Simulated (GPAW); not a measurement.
A self-consistent single point of Co6Ge6Li (P6/mmm, 13 atoms in the cell) with GPAW

Method: PBEsol, GPAW PAW datasets PBEsol (made by gpaw-setup) (plane waves; GPAW 25.7.0).

The input file:

```python
from ase import Atoms
from ase.units import GPa
from gpaw import GPAW, PW

atoms = Atoms(['Co', 'Co', 'Co', 'Co', 'Co', 'Co', 'Ge', 'Ge', 'Ge', 'Ge', 'Li', 'Ge', 'Ge'],
              cell=[[5.048000, 0.000000, 0.000000],
                    [-2.524000, 4.371696, 0.000000],
                    [0.000000, 0.000000, 7.729000]],
              scaled_positions=[[0.500000, 0.000000, 0.249800],
                                [0.500000, 0.500000, 0.249800],
                                [0.000000, 0.500000, 0.249800],
                                [0.000000, 0.500000, 0.750200],
                                [0.500000, 0.500000, 0.750200],
                                [0.500000, 0.000000, 0.750200],
                                [0.000000, 0.000000, 0.334300],
                                [0.000000, 0.000000, 0.665700],
                                [0.333333, 0.666667, 0.500000],
                                [0.666667, 0.333333, 0.500000],
                                [0.000000, 0.000000, 0.000000],
                                [0.333333, 0.666667, 0.000000],
                                [0.666667, 0.333333, 0.000000]],
              pbc=True)

atoms.set_initial_magnetic_moments([3.0, 3.0, 3.0, 3.0, 3.0, 3.0, 0.0, 0.0, 0.0, 0.0, 0.0, 0.0, 0.0])

calc = GPAW(spinpol=True,
            mode=PW(800),
            xc='PBEsol',
            kpts=(5, 5, 3),
            occupations={'name': 'marzari-vanderbilt', 'width': 0.272},
            nbands=-21,
            convergence={'forces': 0.001},
            symmetry={'symmorphic': False, 'tolerance': 0.0005},
            maxiter=150,
            txt='-')

atoms.calc = calc

energy = atoms.get_potential_energy()
print('Energy (eV):', round(energy, 6))
forces = atoms.get_forces()
print('Forces (eV/Ang):')
print(forces.round(5))
stress = atoms.get_stress()
print('Stress (GPa, Voigt):', (stress / GPa).round(4))
```

Log, with long lists cut:

```
Input parameters:
  convergence: {forces: 0.001}
  kpts: [5 5 3]
  maxiter: 150
  mode: {ecut: 800.0,
         name: pw}
  nbands: -21
  occupations: {name: marzari-vanderbilt,
                width: 0.272}
  spinpol: True
  symmetry: {symmorphic: False,
             tolerance: 0.0005}
  xc: PBEsol

species:
  Co:
    name: Cobalt
    Z: 27.0
    valence: 9
    core: 18
    charge: 0.0
    file: Co.PBEsol.gz

    # Using partial waves for Co as LCAO basis

  Ge:
    name: Germanium
    Z: 32.0
    valence: 4
    core: 28
    charge: 0.0
    file: Ge.PBEsol.gz

    # Using partial waves for Ge as LCAO basis

  Li:
    name: Lithium
    Z: 3.0
    valence: 1
    core: 2
    charge: 0.0
    file: Li.PBEsol.gz

    # Using partial waves for Li as LCAO basis

Reference energy: -569748.758453  # eV

Spin-polarized calculation.
Initial magnetic moment: 18.000000

Convergence criteria:
 Maximum [total energy] change in last 3 cyles: 0.0005 eV / valence electron
 Maximum integral of absolute [dens]ity change: 0.0001 electrons / valence electron
 Maximum integral of absolute [eigenst]ate change: 4e-08 eV^2 / valence electron
 Maximum change in the atomic [forces] across last 2 cycles: 0.001 eV/Ang OR
Maximum error relative to the maximum force is below inf
 Maximum number of scf [iter]ations: 150

Symmetries present (total): 24
Symmetries with fractional translations: 0
75 k-points: 5 x 5 x 3 Monkhorst-Pack grid
10 k-points in the irreducible part of the Brillouin zone
       k-points in crystal coordinates                weights
   0:     0.00000000    0.00000000    0.00000000          1/75
   1:     0.00000000    0.00000000    0.33333333          2/75
   2:     0.20000000    0.00000000    0.00000000          6/75
   3:     0.20000000    0.00000000    0.33333333         12/75
   4:     0.40000000   -0.20000000    0.00000000          6/75
   5:     0.40000000   -0.20000000    0.33333333         12/75
   [... lines left out ...]
   2 Co    -1.262000    2.185848    1.930704    ( 0.0000,  0.0000,  3.0000)
   3 Co    -1.262000    2.185848    5.798296    ( 0.0000,  0.0000,  3.0000)
   4 Co     1.262000    2.185848    5.798296    ( 0.0000,  0.0000,  3.0000)
   5 Co     2.524000    0.000000    5.798296    ( 0.0000,  0.0000,  3.0000)
   6 Ge     0.000000    0.000000    2.583805    ( 0.0000,  0.0000,  0.0000)
   7 Ge     0.000000    0.000000    5.145195    ( 0.0000,  0.0000,  0.0000)
   8 Ge    -0.000003    2.914465    3.864500    ( 0.0000,  0.0000,  0.0000)
   9 Ge     2.524003    1.457231    3.864500    ( 0.0000,  0.0000,  0.0000)
  10 Li     0.000000    0.000000    0.000000    ( 0.0000,  0.0000,  0.0000)
  11 Ge    -0.000003    2.914465    0.000000    ( 0.0000,  0.0000,  0.0000)
  12 Ge     2.524003    1.457231    0.000000    ( 0.0000,  0.0000,  0.0000)

Unit cell:
           periodic     x           y           z      points  spacing
  1. axis:    yes    5.048000    0.000000    0.000000    35     0.1249
  2. axis:    yes   -2.524000    4.371696    0.000000    35     0.1249
  3. axis:    yes    0.000000    0.000000    7.729000    54     0.1431

  Lengths:   5.048000   5.048000   7.729000
  Angles:   90.000000  90.000000 120.000001

Effective grid spacing dv^(1/3) = 0.1371
     iter     time        total  log10-change:         magmom
                         energy   eigst   dens  force
iter:   1 --:--:--   -87.622123                          +18.0399
iter:   2 --:--:--   -90.313426   -0.69  -1.15           +9.8547
iter:   3 --:--:--   -90.207272   -0.79  -1.17           +3.5669
iter:   4 --:--:--   -90.559071   -1.34  -1.31           +2.8924
iter:   5 --:--:--   -89.404891   -1.96  -1.26           +2.8238
iter:   6 --:--:--   -89.458876   -2.14  -1.79           +2.5568
iter:   7 --:--:--   -89.458376   -2.69  -1.88           +1.9427
iter:   8 --:--:--   -89.468726c  -2.97  -2.18           +1.7172
iter:   9 --:--:--   -89.477655c  -3.75  -2.51           +1.4143
iter:  10 --:--:--   -89.482485c  -3.35  -2.59           +0.8600
iter:  11 --:--:--   -89.484528c  -4.17  -2.59           +0.8108
iter:  12 --:--:--   -89.488257c  -4.01  -2.56           +0.7458
iter:  13 --:--:--   -89.485904c  -5.21  -2.48           +0.7458
   [... 17 lines left out ...]
iter:  31 --:--:--   -89.476341c  -5.82  -3.44           +1.0425
   [... lines left out ...]
iter:  58 --:--:--   -89.476359c  -6.46  -4.14c          +0.9770
iter:  59 --:--:--   -89.476350c  -7.12  -3.96           +0.9844
iter:  60 --:--:--   -89.476300c  -5.85  -4.48c          +0.9477
iter:  61 --:--:--   -89.476355c  -5.98  -5.50c          +0.9912
iter:  62 --:--:--   -89.476356c  -6.53  -4.25c          +1.0041
iter:  63 --:--:--   -89.476355c  -8.11c -4.17c -2.54    +1.0022
iter:  64 --:--:--   -89.476364c  -7.50c -4.22c -2.61    +1.0014
iter:  65 --:--:--   -89.476372c  -7.75c -3.98           +1.0022
iter:  66 --:--:--   -89.476364c  -7.87c -3.89           +0.9993
iter:  67 --:--:--   -89.476344c  -6.31  -4.01c          +0.9764
iter:  68 --:--:--   -89.476354c  -6.07  -5.00c          +1.0146
iter:  69 --:--:--   -89.476354c  -7.31  -4.01c          +1.0026
iter:  70 --:--:--   -89.476359c  -7.73c -4.25c -2.74    +1.0008
iter:  71 --:--:--   -89.476355c  -8.20c -4.11c -2.88    +1.0022
iter:  72 --:--:--   -89.476352c  -8.01c -4.23c -2.88    +1.0022
iter:  73 --:--:--   -89.476353c  -9.82c -4.43c -3.66c   +1.0022
Converged after 73 iterations.

Dipole moment: (0.000000, -0.000000, -0.000000) |e|*Ang

Total magnetic moment: (0.000000, 0.000000, 1.002184)
Local magnetic moments:
   0 Co ( 0.000000,  0.000000,  0.165101)
   1 Co ( 0.000000,  0.000000,  0.165101)
   2 Co ( 0.000000,  0.000000,  0.165101)
   3 Co ( 0.000000,  0.000000,  0.165101)
   4 Co ( 0.000000,  0.000000,  0.165101)
   5 Co ( 0.000000,  0.000000,  0.165101)
   6 Ge ( 0.000000,  0.000000, -0.001867)
   7 Ge ( 0.000000,  0.000000, -0.001867)
   8 Ge ( 0.000000,  0.000000, -0.001061)
   9 Ge ( 0.000000,  0.000000, -0.001061)
  10 Li ( 0.000000,  0.000000,  0.000157)
  11 Ge ( 0.000000,  0.000000, -0.001527)
  12 Ge ( 0.000000,  0.000000, -0.001527)

Energy contributions relative to reference atoms: (reference = -569748.758453)

Kinetic:       +122.578669
Potential:      -99.578750
External:        +0.000000
XC:            -112.235882
Entropy (-ST):   +0.197889
Local:           -0.438279
SIC:             +0.000000
--------------------------
Free energy:    -89.476353
Extrapolated:   -89.476353

Spin contamination: 0.033922 electrons
Showing only first 2 kpts
                      Up                     Down
 Kpt  Band  Eigenvalues  Occupancy  Eigenvalues  Occupancy
  0    37      8.86718    1.03740      9.09878    1.06907
  0    38      8.93969    1.06177      9.09883    1.06905
  0    39      9.00399    1.07986      9.13182    1.04621
  0    40      9.00400    1.07986      9.13187    1.04617

  1    37      8.88667    1.04364      9.10071    1.06806
  1    38      8.92140    1.05549      9.10078    1.06803
  1    39      9.31002    0.70719      9.45975    0.31378
  1    40      9.31006    0.70708      9.45979    0.31368

Fermi level: 9.42331

No gap
No difference between direct/indirect transitions
Energy (eV): -89.476353

Forces in eV/Ang:
  0 Co   -0.00000    0.00000    0.06786
  1 Co    0.00000    0.00000    0.06786
  2 Co   -0.00000    0.00000    0.06786
  3 Co   -0.00000    0.00000   -0.06786
  4 Co   -0.00000    0.00000   -0.06786
  5 Co   -0.00000    0.00000   -0.06786
  6 Ge    0.00000    0.00000   -0.25018
  7 Ge    0.00000    0.00000    0.25018
  8 Ge   -0.00000   -0.00000    0.00000
  9 Ge   -0.00000    0.00000    0.00000
 10 Li   -0.00000    0.00000    0.00000
 11 Ge    0.00000    0.00000    0.00000
 12 Ge    0.00000    0.00000    0.00000

Stress tensor:
     0.042585     0.000000     0.000000
     0.000000     0.042585     0.000000
     0.000000     0.000000     0.052629
Stress (GPa, Voigt): [6.8229 6.8229 8.4321 0.     0.     0.    ]
```

The run converged in 73 iterations. GPAW prints stress with tension positive.

The starting cell comes from a database of published, mostly measured structures (it also holds non-ambient and calculated ones), without a prior relaxation at this level. The moments shrank to a small part of their start, a low-spin state that need not be the lowest. With a pressure of about -7 GPa the cell is away from its equilibrium volume at this level.

Cost on one core of a shared machine: roughly 30 min.
